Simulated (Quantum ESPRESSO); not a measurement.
Troubleshooting Quantum ESPRESSO: a failed run on SnO2 (Pbca, 24 atoms in the cell). The aim is a self-consistent single point with DFT, LDA (PZ), plane waves, GBRV 1.5 ultrasoft (LDA) pseudopotentials.

Input as run:

```fortran
&CONTROL
    calculation = 'scf',
    outdir = './tmp/',
    pseudo_dir = './',
    tprnfor = .true.,
    tstress = .true.,
/
&SYSTEM
    ibrav = 0,
    nat = 24,
    ntyp = 2,
    ecutwfc = 40,
    ecutrho = 200,
    occupations = 'smearing',
    smearing = 'fermi-dirac',
    degauss = 0.0036749,
/
&ELECTRONS
    conv_thr = 1.0e-11,
/
ATOMIC_SPECIES
Sn   118.7100  sn_lda_v1.4.uspp.F.UPF
O     15.9990  o_lda_v1.2.uspp.F.UPF
ATOMIC_POSITIONS {bohr}
Sn    7.4874995509   16.9374460489    4.6395664693
Sn    2.2575346148    2.2660075213    5.2757320204
Sn    7.1300516977    2.2660075213    9.5972157141
Sn    2.6149824680   16.9374460489    0.3180827755
Sn    2.6149824680   11.8677343064    5.2757320204
Sn    7.1300516977    7.3357192638    4.6395664693
Sn    2.2575346148    7.3357192638    0.3180827755
Sn    7.4874995509   11.8677343064    9.5972157141
O     8.4746715119    4.0448234255    6.2623042201
O     1.2703626538   15.1586301447    3.6529942695
O     6.1428797367   15.1586301447    1.3046549753
O     3.6021544290    4.0448234255    8.6106435143
O     3.6021544290    5.5569033596    3.6529942695
O     6.1428797367   13.6465502106    6.2623042201
O     1.2703626538   13.6465502106    8.6106435143
O     8.4746715119    5.5569033596    1.3046549753
O     9.7302217138    0.4207476677    2.3867114994
O     0.0148124519   18.7827059025    7.5285869902
O     4.8873295348   18.7827059025    7.3443607442
O     4.8577046310    0.4207476677    2.5709377454
O     4.8577046310    9.1809791174    7.5285869902
O     4.8873295348   10.0224744528    2.3867114994
O     0.0148124519   10.0224744528    2.5709377454
O1     9.7302217138    9.1809791174    7.3443607442
K_POINTS {automatic}
4 2 3  0 0 0
CELL_PARAMETERS {angstrom}
   5.1568500000     0.0000000000     0.0000000000
   0.0000000000    10.1620300000     0.0000000000
   0.0000000000     0.0000000000     5.2469500000
```

Output (repeated stretches shortened):

```
     This program is part of the open-source Quantum ESPRESSO suite
     for quantum simulation of materials; please cite

 %%%%%%%%%%%%%%%%%%%%%%%%%%%%%%%%%%%%%%%%%%%%%%%%%%%%%%%%%%%%%%%%%%%%%%%%%%%%%%
     Error in routine read_cards (24):
     species O1 in ATOMIC_POSITIONS is nonexistent
 %%%%%%%%%%%%%%%%%%%%%%%%%%%%%%%%%%%%%%%%%%%%%%%%%%%%%%%%%%%%%%%%%%%%%%%%%%%%%%

     stopping ...
```

From the messages shown, name the fault and mend the input.

The fault is an atom label that is not in the list of species. Labels in the positions must match the species card. To fix it, correct the label. The program stopped before any SCF iteration.

The sound input it was made from differs as follows (other fixes are possible):
```diff
-O1     9.7302217138    9.1809791174    7.3443607442
+O     9.7302217138    9.1809791174    7.3443607442
```

With that input, the run converged in 13 iterations: free energy E − TS -24329.7415 eV; top of the valence band (on the code's own zero) 9.83 eV; gap on the k-point mesh 0.49 eV; pressure -11.86 GPa; largest force (vector length) 0.121 eV/Å (DFT, LDA (PZ), plane waves, GBRV 1.5 ultrasoft (LDA) pseudopotentials).

On the sound input: the starting cell comes from a database of computed structures (which also holds hypothetical and non-ambient phases and stackings), without a prior relaxation at this level. With a pressure of about -12 GPa the cell is away from its equilibrium volume at this level.
